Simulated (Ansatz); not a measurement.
Input and output of a self-consistent single point for Sr2H3I (P-3m1, 6 atoms in the cell) (Ansatz, a first-principles code).

Method: LDA (PW92), default PAW files made with PBE (plane waves; Ansatz).

```xyz
6
Lattice="4.2427 0.0000 0.0000 -2.1214 3.6743 0.0000 0.0000 0.0000 7.6828" Properties=species:S:1:pos:R:3 pbc="T T T"
Sr     2.1214     1.2248     5.2140
Sr     0.0000     2.4495     2.4688
H      0.0000     0.0000     3.8414
H      2.1214     1.2248     2.7447
H      0.0000     2.4495     4.9381
I      0.0000     0.0000     0.0000
```

Reference input (self-consistent single point, DFT, PBEsol, plane waves, default PAW files made with PBE): kpoints.mp_grid.grid = 6 6 3; hamiltonian.xc = pbesol; hamiltonian.pseudopotentials = {kind: paw} (the program's default PAW files); scf.occupations.method = fermi_dirac; scf.occupations.width = 0.0015 Ry. This run's input differs from it in these lines:

Ansatz 0.2 input:
```diff
@@ -15,3 +15,3 @@
 hamiltonian:
-  xc: pbesol
+  xc: lda
   pseudopotentials: { kind: paw }
```

Output (repeated stretches shortened):

```
SCF iter   1: F=—  HF=-14296.898139 eV  |F-HF|=—  |Δ(HF+E_count)|=         —  Δρ=9.05e-3  dr2=7.94e-2  ethr=1.77e-3  ⟨swp⟩=12.2  Hψ=2879  notcnv=0
all-band conjugate gradients solve this SCF's bands
preconditioner: auto → Resta (q_TF=auto, 2.273 Å⁻¹)
SCF iter   2: F=—  HF=-14296.878133 eV  |F-HF|=—  |Δ(HF+E_count)|=   2.00e-2  Δρ=4.10e-3  dr2=1.75e-2  ethr=1.99e-4  ⟨swp⟩=2.4  Hψ=725  notcnv=0  defer=24
SCF iter   3: F=—  HF=-14296.872922 eV  |F-HF|=—  |Δ(HF+E_count)|=   5.21e-3  Δρ=4.91e-4  dr2=1.72e-4  ethr=4.38e-5  ⟨swp⟩=3.0  Hψ=729  notcnv=0  defer=24
SCF iter   4: F=—  HF=-14296.872947 eV  |F-HF|=—  |Δ(HF+E_count)|=   2.44e-5  Δρ=1.03e-4  dr2=1.84e-5  ethr=4.29e-7  ⟨swp⟩=2.5  Hψ=703  notcnv=0  defer=24
SCF iter   5: F=—  HF=-14296.872943 eV  |F-HF|=—  |Δ(HF+E_count)|=   4.24e-6  Δρ=2.94e-5  dr2=1.30e-6  ethr=4.61e-8  ⟨swp⟩=2.4  Hψ=667  notcnv=0  defer=24
SCF iter   6: F=-14296.872942 eV  HF=-14296.872943 eV  |F-HF|=2.30e-8  |Δ(HF+E_count)|=   1.02e-7  Δρ=5.34e-6  dr2=4.67e-8  ethr=2.50e-10  ⟨swp⟩=13.4  Hψ=2551  notcnv=0
SCF 1 converged in 6 iterations: F = -14296.872942 eV  dr2 = 4.67e-8
Free energy (F): -14296.872942 eV
Internal energy: -14296.872942 eV  (E = F + TS)
E sigma→0 (E₀):  -14296.872942 eV
Fermi energy:    7.963214 eV
--- Forces (eV/Å), atoms counted from 1 ---
  atom   1  Sr     0.00000000    -0.00000000    -0.00658322
  atom   2  Sr     0.00000000     0.00000000     0.00658322
  atom   3  H      0.00000000    -0.00000000     0.00000000
  atom   4  H      0.00000000     0.00000000     0.04355259
  atom   5  H     -0.00000000    -0.00000000    -0.04355259
  atom   6  I     -0.00000000     0.00000000     0.00000000
--- Stress (GPa, compression-positive) ---
       -3.141263       0.000000      -0.000000
       -0.000000      -3.141263       0.000000
       -0.000000       0.000000      -3.325486
  P = ⅓ Tr σ = -3.2027 GPa (-32.027 kbar)
  The stress holds the Pulay correction. Without it, at fixed plane waves, as pw.x and ABINIT print it: P = -3.2551 GPa
```

The run converged in 6 iterations. Against the reference run the pressure goes from -1.75 to -3.20 GPa, the largest force goes from 0.023 to 0.044 eV/Å and the gap on the mesh goes from 2.021 to 1.899 eV.

The starting cell comes from a database of computed structures (which also holds hypothetical and non-ambient phases and stackings), without a prior relaxation at this level. Spin-orbit coupling is off. With a pressure of about -3 GPa the cell is away from its equilibrium volume at this level. Ansatz's pressure includes its estimate of the finite-basis (Pulay) stress.
